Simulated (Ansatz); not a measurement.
Start from VN in the zinc blende structure (space group F-43m, No. 216; a = 4.3828 Å; a model cell, its experimental status unchecked).

The other end (x = 1) is NbN in the zinc blende structure (space group F-43m, No. 216; a model cell, its experimental status unchecked): 13.16 Å³/atom, gap zero; this end may not be an ambient phase.

The values are results of PBEsol (Ansatz, a first-principles code), without spin-orbit coupling, not measurements.

Nb replaces a fraction x of V; each row is one arrangement (x, atoms in the cell, starting space group or random), fully relaxed.

One change was made to it. Results:

| quantity | base | after |
|---|---|---|
| mixing energy (to 0.01 eV only: unlike meshes or grids) (against an end that may be hypothetical) | – | +0.02 eV/atom |
| mean first-shell distances | – | V–N 1.915 Å (end compound 1.898 Å), Nb–N 2.037 Å (end compound 2.045 Å) |

Q: Name the change that was made.
(A) x(Nb) = 0.75, 8 atoms, R3m
(B) x(Nb) = 0.5, 8 atoms, P-4m2
(C) x(Nb) = 0.75, 8 atoms, Cm

A: B, x(Nb) = 0.5, 8 atoms, P-4m2. For comparison, the mixing energy in the other runs: x(Nb) = 0.75, 8 atoms, R3m gives -0.03 eV/atom; x(Nb) = 0.75, 8 atoms, Cm gives -0.06 eV/atom.

Other magnetic orders, which the real material may have, were not ruled out. These are small ordered cells, not random alloys; other orderings at the same x differ. Whether these cells are dynamically stable was not tested. Seeded moments were not kept for the base and x(Nb) = 0.75, 8 atoms, Cm. Spin-polarised in the final run: NbVN2 and Nb3VN4; the other runs are not.
